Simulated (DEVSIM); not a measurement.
Structure: abrupt In0.53Ga0.47As p-n junction, at 250 K.

```csv
layer (left to right),material,thickness (μm),Nd (cm⁻³),Na (cm⁻³),τn (s),τp (s)
1,In0.53Ga0.47As,1.50,-,2.8e15,2.2e-9,2.2e-9
2,In0.53Ga0.47As,23.0,1.8e14,-,2.2e-9,6.6e-9
```

Left contact: ohmic. Right contact: ohmic. Voltage is applied to the left contact. Recombination: SRH at mid-gap, Auger. Mobility is μmin + (μ − μmin)/(1 + (N/Nref)^α).

Constants are typed, rounded textbook-type inputs, not results; the design itself was drawn at random and stands for no fabricated device. Values at 300 K; Nc and Nv go as T^1.5, mobilities as T to minus their exponent, the gap by Varshni's rule with the affinity fixed.

| parameter | In0.53Ga0.47As |
|---|---|
| gap (eV) | 0.74 |
| affinity (eV) | 4.51 |
| permittivity | 13.9 |
| Nc (cm⁻³) | 2.1e17 |
| Nv (cm⁻³) | 7.7e18 |
| μn (cm²/Vs) | 12000 |
| μp (cm²/Vs) | 300 |
| μn,min | 300 |
| μp,min | 10 |
| Nref,n | 1.3e17 |
| Nref,p | 4.9e17 |
| αn | 0.48 |
| αp | 0.4 |
| T exponent of μn | 1.6 |
| T exponent of μp | 1.6 |
| Cn (cm⁶/s) | 5e-29 |
| Cp (cm⁶/s) | 5e-29 |
| Varshni α (eV/K) | 0.00035 |
| Varshni β (K) | 190 |

Simulated with DEVSIM: 1D drift-diffusion, Boltzmann statistics, complete ionisation; no tunnelling, impact ionisation, image-force lowering or self-heating.

### Question
Tabulate band edges, carrier densities and field at zero bias.

### Answer
Energies count from the Fermi level of the right contact; mesh points crowd at the junctions.

```tsv
x (μm)	Ec (eV)	Ev (eV)	n (cm⁻³)	p (cm⁻³)	field (V/cm)
0.000	0.590	-0.165	210000	2.8e15	≈ 0
0.03207	0.590	-0.165	210000	2.8e15	≈ 0
0.1056	0.590	-0.165	210000	2.8e15	≈ 0
0.2740	0.590	-0.165	210000	2.8e15	≈ 0
0.8088	0.590	-0.165	210000	2.8e15	≈ 0
1.212	0.588	-0.166	220000	2.6e15	-200
1.389	0.576	-0.178	390000	1.5e15	-1600
1.480	0.552	-0.202	1200000	4.9e14	-3800
1.505	0.542	-0.213	1900000	3.0e14	-4400
1.545	0.525	-0.230	4200000	1.4e14	-4200
1.639	0.487	-0.268	2.4e7	2.4e13	-3900
1.966	0.373	-0.382	4.9e9	1.2e11	-3100
2.629	0.219	-0.536	6.2e12	9.2e7	-1600
4.188	0.147	-0.608	1.7e14	3300000	-25
9.961	0.146	-0.608	1.8e14	3200000	≈ 0
17.74	0.146	-0.608	1.8e14	3200000	≈ 0
21.64	0.146	-0.608	1.8e14	3200000	≈ 0
23.30	0.146	-0.608	1.8e14	3200000	≈ 0
24.12	0.146	-0.608	1.8e14	3200000	≈ 0
24.35	0.146	-0.608	1.8e14	3200000	≈ 0
24.45	0.146	-0.608	1.8e14	3200000	≈ 0
24.50	0.146	-0.608	1.8e14	3200000	≈ 0
```
